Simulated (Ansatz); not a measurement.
Ti: stress against strain

Ti (hcp, P6_3/mmc, 17.325 Å³/atom and stress up to 0.01 GPa in the relaxed cell, c along z) under an equal strain ε in the (0001) plane with the normal axis free, as in a coherent film. r2SCAN in Ansatz, a plane-wave DFT program (PAW, default set), 500 eV, 23×23×13 Γ-centred mesh, Fermi-Dirac smearing 0.10 eV; ions are relaxed, or left where forces stay under 0.02 eV/Å, within the symmetry of each cell. Stress is positive for a compressed cell.

Here s stands for strain and y for stress xx.

| strain (%) | stress xx (GPa) |
|---|---|
| -1.50 | 3.38 |
| -1.00 | 2.22 |
| -0.50 | 1.09 |
| 0.00 | -0.01 |
| 0.50 | -1.08 |
| 1.00 | -2.11 |
| 1.50 | -3.11 |
| 3.00 | ? |

Problem. Using a straight line, estimate the missing y at s = 3.00 from the other rows, showing the fit.

Solution. Means: s 0, y 0.054. About the means, the sum of products is -15.150 and the sum of squares of s is 7.0000; the slope is their ratio. Least squares gives y = 0.054 - 2.1643·s. Residuals (row less fit): 0.080, 0.002, -0.046, -0.064, -0.052, 0.000, 0.082; standard error 0.066 (degrees of freedom: 5). The slope gives the biaxial elastic modulus of this plane = about 220 GPa. At the withheld row, y = 0.054 - 2.1643 × 3.0 = -6.439 GPa. The calculation gives -5.86 GPa, 0.579 GPa above the prediction (6.3 % of the range of y in the table). The row lies outside the fitted rows, so this is an extrapolation. From the scatter of the fitted rows alone, a prediction at this place has a standard error of 0.103 GPa, so the miss is 5.6 times that.

A polynomial of degree 2 through the 12 other runs of the series gives -5.91 there, so most of the miss is curvature that the fit leaves out. In a metal these values are sensitive to mesh and smearing; energies are taken to zero smearing, stresses follow the free energy. The runs aren't spin-polarised. Rows are the converged runs of the series near zero and its far end; series whose fitted rows scatter by over a few per cent of the range, as at a crossing or softening among them, aren't shown in this form, nor equations of state whose B0' disagrees with the runs' pressures. Most that stay on the fit to the last digits aren't either.
